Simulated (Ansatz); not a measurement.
Structures of equal composition on the (111) surface of fcc Pt: a layer of Ru in place of the second plane; a layer of Ru in place of the third plane. The slabs share one bottom face, and each structure is named by its start. These are constructed structures in small cells; real faces may alloy, dewet or reconstruct in larger ones, and not all known structures of the face are among them. Slabs of about 11 Å with all that they carry, Fermi-Dirac smearing of 0.1 eV. Bottom of the slabs: a bare face, its two planes held. Relaxed from the named starts with such symmetry as they have, on meshes of like density; energies extrapolated to zero smearing; no spin-orbit coupling, no U. Spin-polarised runs, if any, are marked in brackets, and their order is one that fits the cell; the others ran without spin.

Method: PBE (plane waves to 420 eV, PAW; Ansatz, a program for electronic structure).

Q: Put the candidates in order of energy per 1x1 cell, lowest first, for PBE.

A: a layer of Ru in place of the third plane (0.000 eV), a layer of Ru in place of the second plane (0.091 eV)
